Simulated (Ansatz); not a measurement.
Gap of an armchair MoS2 nanoribbon, N = 11, bare edges at several levels, all on one geometry.

Levels: PBE (plane waves to 420 eV, PAW; Ansatz, a first-principles code); Ansatz with PBE with spin-orbit coupling; r2SCAN (plane waves to 500 eV, PAW; Ansatz). Unmarked values and the geometry are of the first. Mesh 1×1×6. No spin polarisation, so a magnetic state wasn't tested. Periodic along z alone, with about 11 Å of vacuum beside it. An idealised model, cut from the flat sheet. It keeps the symmetry and period of its start, so it need not be a minimum against all distortions. Values not marked SOC lack spin–orbit coupling.

```json
[
 {"level": "PBE", "gap (eV)": "0.57"},
 {"level": "PBE+SOC", "gap (eV)": "0.56"},
 {"level": "r2SCAN", "gap (eV)": "?"}
]
```

Problem. Some entries are withheld; supply them.

Solution. 
- r2SCAN, gap (eV): 0.73
